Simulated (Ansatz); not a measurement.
Input:

```
CELL_PARAMETERS angstrom
      3.38538     0.00000     0.00000
      0.00000     3.30481     0.00000
      0.00000     0.00000     3.38538
ATOMIC_POSITIONS crystal
  Y  0.50000 0.50000 0.50000
  Ir 0.00000 0.00000 0.00000
```

A single point on YIr with a change (uniaxial strain ε_yy = −2.38 %), its geometry relaxed with PBEsol.

Computed with plane-wave PAW DFT at the PBEsol level (Ansatz, a program for electronic structure, 420 eV), with spin-orbit coupling. Settings: 17×17×17 k-points, 0.1 eV Fermi–Dirac smearing.

Predict the pressure and band gap.

Pressure: 3.8 GPa
Band gap: zero

Single points use the geometry relaxed with PBEsol. Whether these cells are dynamically stable was not tested. The cell was made from YIr in the CsCl type structure (space group Pm-3m, No. 221) by this change: uniaxial strain ε_yy = −2.38 %.
